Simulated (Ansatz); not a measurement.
Start from MgS in the rock salt structure (space group Fm-3m, No. 225).

```cif
data_Mg4S4
_chemical_formula_sum 'Mg4 S4'
_space_group_name_H-M_alt 'Fm-3m'
_space_group_IT_number 225
_space_group_name_Hall '-F 4 2 3'
_cell_length_a 5.18200
_cell_length_b 5.18200
_cell_length_c 5.18200
_cell_angle_alpha 90.000
_cell_angle_beta 90.000
_cell_angle_gamma 90.000
loop_
_atom_site_label
_atom_site_type_symbol
_atom_site_symmetry_multiplicity
_atom_site_Wyckoff_symbol
_atom_site_fract_x
_atom_site_fract_y
_atom_site_fract_z
_atom_site_occupancy
Mg1 Mg 4 a 0.00000 0.00000 0.00000 1
S1 S 4 b 0.50000 0.50000 0.50000 1
```
(The calculation used a cell of 2 atoms; values per cell refer to that cell.)

Calculations: plane-wave PAW DFT at the PBEsol level (Ansatz, a first-principles code, 420 eV), spin-orbit coupling left out.

Strains are applied to the cell and any free atomic positions relax.

One change was made to it. Results:

```tsv
quantity	base	after
band gap	2.73 eV	2.79 eV
smallest direct gap	3.69 eV	3.93 eV
pressure	0.00 GPa	2.50 GPa
hole mass (degenerate bands, along [100])	0.25, 0.92, 0.92 mₑ (at Γ)	0.25, 0.89, 0.89 mₑ (at Γ)
```

Problem. Name the change that was made.
(A) isotropic strain +2.00 %
(B) isotropic strain +1.50 %
(C) isotropic strain −1.00 %
(D) isotropic strain −3.00 %

Solution. C, isotropic strain −1.00 %. For comparison, the band gap in the other runs: isotropic strain +1.50 % gives 2.64 eV; isotropic strain −3.00 % gives 2.90 eV; isotropic strain +2.00 % gives 2.61 eV.

Effective masses come from finite differences of ±0.01 Å⁻¹. No phonon test of stability was made.
